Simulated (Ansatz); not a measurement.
# Defect calculation: Si vacancy + Sb on the Si site + Sb on the Si site + Sb on the Si site (V_Si+Sb_Si+Sb_Si+Sb_Si) in silicon

Computed with PBE, PAW (plane waves to 420 eV; Ansatz, an electronic-structure program). The supercell holds 64 host sites (2×2×2 repeats of the unit cell), with a 2×2×2 shifted k-point sampling for the final energies. Sites at the start: the Si site; Si 2.37 Å away; Si 2.37 Å away; Si 2.37 Å away. Finite-size correction: monopole term and site-potential alignment. Dielectric constants: PBE linear response of the host. Host gap at this level: 0.61 eV. A cell of this size leaves errors of a few tenths of an eV. The semilocal functional narrows the gap, so deep levels can fall outside it. Spin–orbit coupling is left out, which matters for these heavy elements. Each state is the lowest found from its start.

Formation energies E_f are given with the Fermi level at the valence-band maximum. Chemical conditions: host crystal and elements as references (Δμ(Si) = 0.00 eV, Δμ(Sb) = 0.00 eV; Sb taken from its element, since no compound that bounds it was computed at this level; only phases computed here count, gases as isolated molecules at 0 K). Reference phases: Sb: rhombohedral Sb, Si: silicon.

| charge | moment (μB) | largest move off a lattice site (Å) | image correction with alignment (eV) | E_f, host crystal and elements as references (eV) | above the lowest spin state (eV) |
|---|---|---|---|---|---|
| +1† | not spin-polarised | 0.34 | 0.39 | – | 0.00 |
| 0† | fractional | 0.35 | 0.00 | 2.37 | 0.00 |
| 0† | fractional | 0.35 | 0.00 | 2.37 | 0.00 |
| −1† | 0.0 | 0.36 | -0.19 | – | 0.00 |
| −1† | not spin-polarised | 0.36 | -0.19 | – | 0.00 |

† Not settled in this cell, so no level is given: charge +1: a level filled in part, carriers not clearly localised, no spin-polarised start tried, level within 0.1 eV of a band edge or past it; charge 0: fractional moment, a level filled in part; charge −1: a level filled in part, level within 0.1 eV of a band edge or past it.

Starting moments that weren't kept: charge 0 began with 1 μB and ended with 0.5; charge 0 began with 3 μB and ended with 0.5; charge −1 began with 2 μB and ended with 0.0.

All states together cost very roughly 2.5 core-hours.
